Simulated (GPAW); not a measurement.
GPAW run on ZnAg3 (P6_3/mmc, 8 atoms in the cell): self-consistent single point.

Method: vdW-DF2, GPAW PAW datasets PBE (gpaw-data 1.0.1) (plane waves; GPAW 25.7.0).

```
ZnAg3
1.0
    5.68868     0.00000     0.00000
   -2.84434     4.92654     0.00000
    0.00000     0.00000     4.69993
Zn Ag
2 6
Direct
  0.33333   0.66667   0.75000
  0.66667   0.33333   0.25000
  0.16840   0.33681   0.25000
  0.83159   0.66319   0.75000
  0.83159   0.16840   0.75000
  0.16840   0.83159   0.25000
  0.66319   0.83159   0.25000
  0.33681   0.16840   0.75000
```

Reference input (self-consistent single point, DFT LDA (Perdew-Wang 92), plane waves, GPAW PAW datasets LDA (gpaw-data 1.0.1)): mode = pw; ecut = 850 eV; xc = LDA; kpts = 5 5 5; mesh shift (steps) = 0 0 0; occupations.name = fermi-dirac; occupations.width = 0.1 eV; nbands = -16; convergence.density = 1e-05 e/electron; convergence.energy = 1e-05 eV/electron; symmetry.symmorphic = false; symmetry.tolerance = 0.0005. This run's input differs from it in these lines:

```diff
@@ -19,3 +19,3 @@
 calc = GPAW(mode={'name': 'pw', 'ecut': 850},
-            xc='LDA',
+            xc={'name': 'vdW-DF2', 'backend': 'libvdwxc'},
             kpts=(5, 5, 5),
```

Its files differ too (potentials: GPAW PAW datasets PBE (gpaw-data 1.0.1)).

Output, abridged:

```
     iter     time        total  log10-change:
                         energy   eigst   dens
iter:   1 --:--:--  -736.389560
iter:   2 --:--:--  -736.351060   -0.91  -1.63
iter:   3 --:--:--  -735.397604   -1.99  -1.65
iter:   4 --:--:--  -735.405037   -2.46  -1.95
iter:   5 --:--:--  -735.331033   -2.39  -2.17
iter:   6 --:--:--  -735.329128   -3.51  -2.79
iter:   7 --:--:--  -735.313931   -3.65  -2.75
iter:   8 --:--:--  -735.312627   -4.45  -3.20
iter:   9 --:--:--  -735.312498   -4.92  -3.37
iter:  10 --:--:--  -735.312435c  -5.38  -3.73
iter:  11 --:--:--  -735.312431c  -7.22  -4.00
iter:  12 --:--:--  -735.312502c  -5.72  -4.02
iter:  13 --:--:--  -735.312491c  -7.05  -4.15
iter:  14 --:--:--  -735.312479c  -7.15  -4.32
iter:  15 --:--:--  -735.312472c  -6.69  -4.58
iter:  16 --:--:--  -735.312470c  -7.24  -4.76
iter:  17 --:--:--  -735.312470c  -8.07c -5.05c
Converged after 17 iterations.

Dipole moment: (0.000000, -0.000000, 0.000022) |e|*Ang

Energy contributions relative to reference atoms: (reference = -965309.611428)

Kinetic:        +37.044494
Potential:      -32.937695
External:        +0.000000
XC:            -738.862102
Entropy (-ST):   -0.044357
Local:           -0.534989
SIC:             +0.000000
--------------------------
Free energy:   -735.334649
Extrapolated:  -735.312470

Non-local vdW-DF2 correlation energy: 2.625686
Semilocal GGA_X_RPW86+LDA_C_PW energy: -452.501417
(Not including atomic contributions)
Showing only first 2 kpts
 Kpt  Band  Eigenvalues  Occupancy
  0    61      7.73028    1.99537
  0    62      7.73030    1.99536
  0    63      8.05076    1.89169
  0    64      9.22586    0.00028

  1    61      7.73181    1.99529
  1    62      7.90395    1.97396
   [... lines left out ...]
Fermi level: 8.33678
No gap
   [... lines left out ...]
  2 Ag    0.00000   -0.00190   -0.00000
  3 Ag   -0.00000    0.00190   -0.00000
  4 Ag    0.00165   -0.00095    0.00000
  5 Ag   -0.00165    0.00095   -0.00000
  6 Ag    0.00165    0.00095    0.00000
  7 Ag   -0.00165   -0.00095    0.00000

Stress tensor:
    -0.113583     0.000000     0.000000
     0.000000    -0.113583    -0.000000
     0.000000    -0.000000    -0.105728
Stress (GPa, Voigt): [-18.198  -18.198  -16.9395  -0.       0.       0.    ]
```

The run converged in 17 iterations. GPAW prints stress with tension positive. Against the reference run the pressure goes from -7.96 to 17.78 GPa and the largest force goes from 0.018 to 0.002 eV/Å.

The starting cell comes from a database of computed structures (which also holds hypothetical and non-ambient phases and stackings), without a prior relaxation at this level. With a pressure of about 18 GPa the cell is away from its equilibrium volume at this level.

Cost on one core of a shared machine: roughly 4 min.
